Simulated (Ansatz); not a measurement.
Response to strain in ZrC

Start from ZrC in the rock salt structure (space group Fm-3m, No. 225; relaxed with 0.1 eV smearing).

```
CELL_PARAMETERS angstrom
      0.00000     2.33454     2.33454
      2.33454     0.00000     2.33454
      2.33454     2.33454     0.00000
ATOMIC_POSITIONS crystal
  Zr 0.00000 0.00000 0.00000
  C  0.50000 0.50000 0.50000
```

Cartesian axes are those of the cell as printed.

Strains are applied to the cell and any free atomic positions relax; under biaxial strain the out-of-plane vector relaxes too.

All numbers come from PBEsol/PAW in Ansatz (a first-principles code), without spin-orbit coupling.

Notes on the quantities. energy relative to the base: free energy F.

| biaxial strain, plane normal [111], relaxed out of plane (%) | energy relative to the base (meV/atom) |
|---|---|
| 0 | 0.0 |
| 0.42 | ? |
| 0.83 | 2.7 |
| 1.25 | 6.0 |
| 1.67 | 10.6 |
| 2.08 | 16.4 |
| 2.5 | 23.4 |

Q: Fit ΔE = Aε² + Bε³ (ε in %) to the rows shown and predict the withheld row.

A: Least squares on the printed values gives A = 3.95 and B = -0.082 meV/atom (largest residual 0.0 meV/atom); this predicts 0.7 meV/atom, and the run gives 0.7 meV/atom, in agreement.

Whether these cells are dynamically stable was not tested. All final runs are without spin polarisation.
